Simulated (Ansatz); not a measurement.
A self-consistent single point of InPd (Pm-3m, 2 atoms in the cell) with Ansatz (a program for electronic structure).

Method of the run: PBE with spin-orbit coupling (plane waves, PAW; Ansatz).

```yaml
crystal:
  lattice:
    - [3.29806, 0.00000, 0.00000]
    - [0.00000, 3.29806, 0.00000]
    - [0.00000, 0.00000, 3.29806]
  atoms:
    - { symbol: In, position: [0.00000, 0.00000, 0.00000] }
    - { symbol: Pd, position: [0.50000, 0.50000, 0.50000] }
```

Reference input (self-consistent single point, DFT, PBE, plane waves, default PAW files): basis.ecutwfc = 420 eV; kpoints.mp_grid.grid = 13 13 13; hamiltonian.xc = pbe; hamiltonian.pseudopotentials = {kind: paw} (the program's default PAW files); scf.occupations.method = gaussian; scf.occupations.width = 0.2 eV. This run's input differs from it in these lines:

Ansatz 0.2 input:
```diff
@@ -17,2 +17,5 @@
     kind: paw
+magnetization:
+  noncollinear: true
+  spin_orbit: true
 scf:
```

Output (repeated stretches shortened):

```
SCF iter   1: F=—  HF=-12579.036522 eV  |F-HF|=—  |Δ(HF+E_count)|=         —  Δρ=1.94e-1  dr2=1.93e1  dr2_m=0.00e0 (ungated)  ethr=3.10e-3  |M|=0.00e0 ∫|m|=0.00e0 μB  |m|>n=0.0e0 m-floor=0.0e0 τ_xc=0.0e0  β_m=0.30  ⟨swp⟩=8.5  Hψ=8517  notcnv=0
all-band conjugate gradients solve this SCF's bands
preconditioner: auto → none
   [... lines left out ...]
SCF iter   8: F=—  HF=-12575.656881 eV  |F-HF|=—  |Δ(HF+E_count)|=   1.51e-6  Δρ=1.76e-5  dr2=1.86e-7  dr2_m=0.00e0 (ungated)  ethr=5.35e-9  |M|=0.00e0 ∫|m|=0.00e0 μB  |m|>n=0.0e0 m-floor=0.0e0 τ_xc=0.0e0  β_m=0.75  ⟨swp⟩=2.0  Hψ=2067  notcnv=0  defer=282
SCF iter   9: F=-12575.656881 eV  HF=-12575.656881 eV  |F-HF|=5.80e-9  |Δ(HF+E_count)|=   3.78e-8  Δρ=3.29e-6  dr2=6.65e-9  dr2_m=0.00e0 (ungated)  ethr=3.23e-10  |M|=0.00e0 ∫|m|=0.00e0 μB  |m|>n=0.0e0 m-floor=0.0e0 τ_xc=0.0e0  ⟨swp⟩=9.8  Hψ=6439  notcnv=0
SCF 1 converged in 9 iterations: F = -12575.656881 eV  dr2 = 6.65e-9
Magnetization: |M| = 0.0000 μB,  M = (+0.0000, +0.0000, +0.0000) μB
Absolute magnetization: 0.0000 μB (∫|m|)
  site 0: m = (+0.0000, +0.0000, +0.0000) μB, |m| = 0.0000 μB  (R = 1.18 Å)
  site 1: m = (+0.0000, +0.0000, +0.0000) μB, |m| = 0.0000 μB  (R = 1.18 Å)
Free energy (F): -12575.656881 eV
Internal energy: -12575.640641 eV  (E = F + TS)
E sigma→0 (E₀):  -12575.648761 eV
Entropy (-TS):   -0.016240 eV (-8.120 meV/atom)
Fermi energy:    16.285605 eV
--- Forces (eV/Å), atoms counted from 1 ---
  atom   1  In    -0.00000000    -0.00000000     0.00000000
  atom   2  Pd     0.00000000    -0.00000000     0.00000000
--- Stress (GPa, compression-positive) ---
        0.728604      -0.000000       0.000000
        0.000000       0.728604       0.000000
        0.000000       0.000000       0.728604
  P = ⅓ Tr σ = 0.7286 GPa (7.286 kbar)
  The stress holds the Pulay correction. Without it, at fixed plane waves, as pw.x and ABINIT print it: P = 0.6545 GPa
```

The run converged in 9 iterations. Against the reference run the pressure goes from 0.83 to 0.73 GPa.

The starting cell comes from a database of computed structures (which also holds hypothetical and non-ambient phases and stackings), without a prior relaxation at this level. Its lattice was rescaled by a random factor within 2.5 % of one. Ansatz's pressure includes its estimate of the finite-basis (Pulay) stress.
